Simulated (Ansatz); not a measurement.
## Response to strain in Cu3Sn

Base system: Cu3Sn (space group P6_3/mmc, No. 194; a cell from a computed database, its experimental status unchecked).

```yaml
crystal:
  lattice:
    - [5.51194, 0.00000, 0.00000]
    - [-2.75597, 4.77348, 0.00000]
    - [0.00000, 0.00000, 4.27678]
  atoms:
    - { symbol: Cu, position: [0.15543, 0.84457, 0.75000] }
    - { symbol: Cu, position: [0.84457, 0.15543, 0.25000] }
    - { symbol: Cu, position: [0.31085, 0.15543, 0.25000] }
    - { symbol: Cu, position: [0.68915, 0.84457, 0.75000] }
    - { symbol: Cu, position: [0.15543, 0.31085, 0.75000] }
    - { symbol: Cu, position: [0.84457, 0.68915, 0.25000] }
    - { symbol: Sn, position: [0.33333, 0.66667, 0.25000] }
    - { symbol: Sn, position: [0.66667, 0.33333, 0.75000] }
```

Cartesian axes are those of the cell as printed.

Strains are applied to the cell and any free atomic positions relax; under biaxial strain the out-of-plane vector relaxes too.

All numbers come from Ansatz (an electronic-structure program), r2SCAN, PAW, cutoff 500 eV, no spin-orbit coupling, earlier PAW set.

Notes on the quantities. pressure: mean of the normal stresses, compression positive.

```csv
variant,pressure,space group,shortest interatomic distance
base,0.0 GPa,P6_3/mmc (No. 194),2.570 Å
"biaxial strain −4.66 %, plane normal [001], relaxed out of plane",7.0 GPa,P6_3/mmc (No. 194),2.517 Å
"biaxial strain −0.77 %, plane normal [001], relaxed out of plane",0.9 GPa,P6_3/mmc (No. 194),2.562 Å
"biaxial strain +0.13 %, plane normal [001], relaxed out of plane",-0.1 GPa,P6_3/mmc (No. 194),2.572 Å
"biaxial strain +0.18 %, plane normal [001], relaxed out of plane",-0.2 GPa,P6_3/mmc (No. 194),2.572 Å
"biaxial strain +2.77 %, plane normal [001], relaxed out of plane",(withheld),P6_3/mmc (No. 194),(withheld)
isotropic strain −1.80 %,7.8 GPa,P6_3/mmc (No. 194),2.542 Å
isotropic strain −1.08 %,4.4 GPa,P6_3/mmc (No. 194),2.554 Å
uniaxial strain ε_zz = −0.84 %,1.2 GPa,P6_3/mmc (No. 194),2.570 Å
tensor shear ε_xy = +0.58 %,0.0 GPa,P2_1/m (No. 11),2.567 Å
```

Complete the table.


- biaxial strain +2.77 %, plane normal [001], relaxed out of plane, pressure: -2.4 GPa
- biaxial strain +2.77 %, plane normal [001], relaxed out of plane, shortest interatomic distance: 2.566 Å

Without a gap, meshes like the base's 10×10×11 leave anisotropic stresses uncertain by several tenths of a GPa, and small strain energies with them. No phonon test of stability was made. The final runs are not spin-polarised.
